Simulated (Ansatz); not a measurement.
Base system: BaTiO3 (space group P4mm, No. 99; a = 3.9555 Å, c = 4.0461 Å). Axes: x, y, z lie along a, b, c of the conventional cell.

Computed with PBEsol/PAW in Ansatz (an electronic-structure program), no spin-orbit coupling, earlier PAW set.

Strains are applied to the cell and any free atomic positions relax; under biaxial strain the out-of-plane vector relaxes too.

One change was made to it. Results:

The shortest interatomic distance decreases by 0.010 Å, from 1.840 Å to 1.830 Å; the band gap rises by 0.024 eV (1.85 eV → 1.88 eV).

**Question.** What was done to the base?
(A) biaxial strain −1.04 %, plane normal [001], relaxed out of plane
(B) isotropic strain −2.90 %
(C) strain tensor (xx, yy, zz, yz, xz, xy) = (−0.49, −1.67, −1.70, −1.49, −2.47, +1.41) %

**Answer.** A, biaxial strain −1.04 %, plane normal [001], relaxed out of plane. For comparison, the band gap in the other runs: isotropic strain −2.90 % gives 1.97 eV; strain tensor (xx, yy, zz, yz, xz, xy) = (−0.49, −1.67, −1.70, −1.49, −2.47, +1.41) % gives 1.97 eV.

Stability against distortions was not tested. The final runs are not spin-polarised.
